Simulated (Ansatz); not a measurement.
# CsPbCl3, pressure series

Base system: CsPbCl₃ in the cubic perovskite structure (space group Pm-3m, No. 221).

```
CELL_PARAMETERS angstrom
      5.61875     0.00000     0.00000
      0.00000     5.61875     0.00000
      0.00000     0.00000     5.61875
ATOMIC_POSITIONS crystal
  Cs 0.00000 0.00000 0.00000
  Pb 0.50000 0.50000 0.50000
  Cl 0.50000 0.00000 0.50000
  Cl 0.00000 0.50000 0.50000
  Cl 0.50000 0.50000 0.00000
```

Cell and atoms are relaxed at each pressure.

The values are results of plane-wave PAW DFT at the PBEsol level (Ansatz, a first-principles code, 420 eV), scalar-relativistic without spin-orbit coupling, not measurements.

Candidates:
(a) pressure −2 GPa
(b) pressure 7.5 GPa
(c) pressure 3 GPa
(d) pressure 1.5 GPa

Base values:

* **Band gap**: 1.83 eV

**Question.** Order them by band gap, lowest first.

**Answer.** (b) pressure 7.5 GPa (0.74 eV), (c) pressure 3 GPa (1.35 eV), (d) pressure 1.5 GPa (1.58 eV), (a) pressure −2 GPa (2.22 eV)

With Pb present, leaving out spin-orbit coupling can change the band edges. Load acts through the strain it causes; cell and atoms are relaxed under it. No phonon test of stability was made. Competing high-pressure phases were not computed. Many cubic perovskites are stable only at high temperature; tilts and polar distortions were not tested. This is not the structure that CsPbCl3 has at room temperature and ambient pressure.
